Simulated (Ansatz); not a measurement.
## Several settings converged on Mo (Im-3m, 1 atom in the cell)

```
Mo
1.0
   -1.56713     1.56713     1.56713
    1.56713    -1.56713     1.56713
    1.56713     1.56713    -1.56713
Mo
1
Direct
  0.00000   0.00000   0.00000
```

Base method: LDA (PW92), default PAW files made with PBE (plane waves; Ansatz, a program for electronic structure).

Base settings: basis.ecutwfc = 420 eV; kpoints.mp_grid.grid = 15 15 15; hamiltonian.xc = lda; hamiltonian.pseudopotentials = {kind: paw} (the program's default PAW files); scf.occupations.method = fermi_dirac; scf.occupations.width = 0.1 eV.

The count of work is k-points × plane waves × bands × iterations; it is no time. 

**The cutoff for other potential files**

Level: DFT, LDA (PW92), plane waves, harder PAW files (source: ansatz) made with PBE.

In this ladder: hamiltonian.pseudopotentials = {kind: paw, source: ansatz}.

The second cell is the first with its lattice scaled by 0.98.

The mesh stays at the base's, so the ladder's end is converged at best in this setting alone.

The first pressure column holds Ansatz's estimate of the finite-basis (Pulay) stress, which hides part of the cutoff error; the other is without it.

Only quantities that move along the ladder and can be compared are tabulated.

```tsv
basis.ecutwfc	free energy less the last step's (meV/atom)	energy of the compressed cell less the first (meV/atom)	pressure (GPa)	pressure without the Pulay estimate (GPa)	count of work / last
225 eV	7946.43	162.97	15.17	-326.10	0.13
275 eV	2010.92	-10.26	-10.06	-116.38	0.13
350 eV	212.27	14.20	-5.82	-23.34	0.21
425 eV	11.51	16.59	-5.81	-7.18	0.30
500 eV	1.71	16.64	-5.82	-5.85	0.36
600 eV	1.29	16.63	-5.82	-5.83	0.50
750 eV	0.72	16.63	-5.82	-5.84	0.64
1000 eV	0.00	16.63	-5.82	-5.83	1.0
```

Coarsest basis.ecutwfc that holds the energy of the compressed cell less the first within 0.5 meV/atom of the last step, with all finer ones: 425 eV, at 0.30 of the last step's count of work; the step before is off by 2.4 meV/atom.

Coarsest basis.ecutwfc that holds the pressure without the Pulay estimate within 0.1 GPa of the last step, with all finer ones: 500 eV, at 0.36 of the last step's count of work; the step before is off by 1.3 GPa.

Coarsest basis.ecutwfc that holds the free energy within 5 meV/atom of the last step, with all finer ones: 500 eV, at 0.36 of the last step's count of work; the step before is off by 12 meV/atom.

The energy difference between the two cells stays within 1 meV/atom of the last step's from 425 eV on, the total only from 750 eV on: much of the error is common to both cells and cancels.

At the lowest cutoff the pressure without the Pulay estimate lies 320 GPa under the last step's, the usual sign of Pulay stress in an incomplete plane-wave basis.

**The relaxed cell against the cutoff**

In this ladder: relax = cell and atoms.

The mesh stays at the base's, so the ladder's end is converged at best in this setting alone.

Only quantities that move along the ladder and can be compared are tabulated.

| basis.ecutwfc | relaxed volume (Å³/atom) | relaxation steps |
|---|---|---|
| 210 eV | 15.250 | 14 |
| 250 eV | 15.118 | 13 |
| 295 eV | 15.069 | 10 |
| 355 eV | 15.074 | 7 |
| 420 eV | 15.074 | 5 |
| 505 eV | 15.074 | 5 |
| 630 eV | 15.074 | 5 |
| 840 eV | 15.074 | 5 |

Coarsest basis.ecutwfc that holds the relaxed volume within 0.015 Å³/atom of the last step, with all finer ones: 295 eV; the step before is off by 0.044 Å³/atom.

At the lowest cutoff the cell relaxes to a volume 1.2 % larger than at the highest. Ansatz relaxes on a stress corrected for the finite basis.

On the base run: the starting cell has typed, rounded lattice constants, without a prior relaxation at this level. Its lattice was rescaled by up to half a per cent. Spin polarisation is off.

Keys are those of Ansatz 0.2.
